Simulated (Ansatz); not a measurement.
The starting structures come from a database of crystals and need not be the phases stable at ambient conditions.

 Where the default PAW files enter, the runs use the earlier of Ansatz's two default sets.

Consider the following.

```xyz
20
Lattice="5.4539 0.0000 0.0000 0.0000 5.5200 0.0000 0.0000 0.0000 7.7747" Properties=species:S:1:pos:R:3 pbc="T T T"
Na     0.0268     0.1371     5.8310
Na     5.4271     5.3829     1.9437
Na     2.7538     2.6229     1.9437
Na     2.7001     2.8971     5.8310
Ta     2.7269     0.0000     3.8874
Ta     0.0000     2.7600     3.8874
Ta     0.0000     2.7600     0.0000
Ta     2.7269     0.0000     0.0000
O      4.3101     1.1639     3.6068
O      1.1438     4.3561     4.1679
O      1.5832     1.5961     4.1679
O      3.8707     3.9239     3.6068
O      3.8707     3.9239     0.2806
O      1.5832     1.5961     7.4941
O      1.1438     4.3561     7.4941
O      4.3101     1.1639     0.2806
O      5.0686     2.6788     5.8310
O      0.3853     2.8412     1.9437
O      2.3417     0.0812     1.9437
O      3.1122     5.4388     5.8310
```

Space group of this cell: Pnma. The cell is taken as given; by PBEsol its mean pressure is -0.8 GPa.

Transport runs along the normal of the first two printed cell vectors.

The gap is the functional's own. No spin-orbit coupling. Mid-gap values are interpolated on the energy grid.

Question: Predict the band gap and the smallest decay constant κ at mid-gap from PBEsol in Ansatz (an electronic-structure program).

Answer: Gap 2.75 eV on a 6×6×4 mesh; κ = 0.270 1/Å, at the zone centre.
